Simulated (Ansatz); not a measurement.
Effect of biaxial strain −0.26 %, plane normal [001], relaxed out of plane on SnS

Take SnS in the GeS type structure (space group Pnma, No. 62; a = 11.155 Å, b = 4.000 Å, c = 4.261 Å) as the base. Axes: x, y, z lie along a, b, c of the conventional cell.

Now apply this change: compressive biaxial strain of 0.26 % in the plane normal to [001], as in epitaxy on a mismatched substrate; the out-of-plane cell vector and the atoms relax.

The values are results of Kohn–Sham DFT with the PBE-D3(BJ) functional, run in Ansatz (a quantum-chemistry and plane-wave program) with PAW and 420 eV plane waves, no SOC, earlier PAW set, not measurements. k-mesh 8×3×8 (Γ-centred); smearing 0.05 eV (Fermi–Dirac), for the changed cell.

```tsv
quantity	base	changed	shift
space group	Pnma (No. 62)	Pnma (No. 62)	–
shortest interatomic distance	264.2 pm	264.3 pm	+0.1 pm
pressure (mean of the normal stresses, compression positive)	0.0 kbar	1.0 kbar	+0.94 kbar
band gap	0.70 eV	0.68 eV	-0.015 eV
gap character	indirect, Γ–Z (83 % along) → Y–Γ (33 % along)	indirect, Γ–Z (83 % along) → Y–Γ (33 % along)	–
smallest direct gap	0.85 eV	0.85 eV	0.00 eV
width of the top valence band	1.79 eV	1.78 eV	-0.01 eV
out-of-plane strain	–	+0.36 %	–
mean in-plane stress (compression positive)	–	+0.1 GPa	–
```

Final structure (turned so that z lies along the plane normal):

```
CELL_PARAMETERS angstrom
      3.98951     0.00000     0.00000
      0.00000    11.12648     0.00000
      0.00000     0.00000     4.27607
ATOMIC_POSITIONS crystal
  Sn 0.75000 0.38197 0.61390
  Sn 0.25000 0.11803 0.11390
  Sn 0.25000 0.61803 0.38610
  Sn 0.75000 0.88197 0.88610
  S  0.75000 0.64690 0.97474
  S  0.25000 0.85310 0.47474
  S  0.25000 0.35310 0.02526
  S  0.75000 0.14690 0.52526
```

Stability against distortions was not tested.
